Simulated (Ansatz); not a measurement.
A computed series for ScTlO2: pressure series

Base system: ScTlO₂ (space group R-3m, No. 166; a = 3.216 Å, c = 19.124 Å (hexagonal axes); a model cell, its experimental status unchecked).

Cell and atoms are relaxed at each pressure.

Computed with PBEsol (Ansatz, a quantum-chemistry and plane-wave program; PAW; 420 eV plane waves; scalar-relativistic without spin-orbit coupling).

```
P (GPa)  V (Å³/atom)
-------  -----------
-2.00         14.547
-1.00         14.409
1.80          14.060
4.20          13.796
8.99          13.338
17.99         12.658
30.00         11.969
45.00         11.314
60.00         10.798
```

Question: Fit a third-order Birch–Murnaghan equation of state.

Answer: Least squares on P(V) = (3B₀/2)[(V₀/V)^(7/3) − (V₀/V)^(5/3)]·[1 + (3/4)(B₀′ − 4)((V₀/V)^(2/3) − 1)] gives V₀ = 14.28 Å³/atom, B₀ = 114 GPa and B₀′ = 4.5.

Load acts through the strain it causes; cell and atoms are relaxed under it. No phonon test of stability was made. Competing high-pressure phases were not computed. All final runs are without spin polarisation.
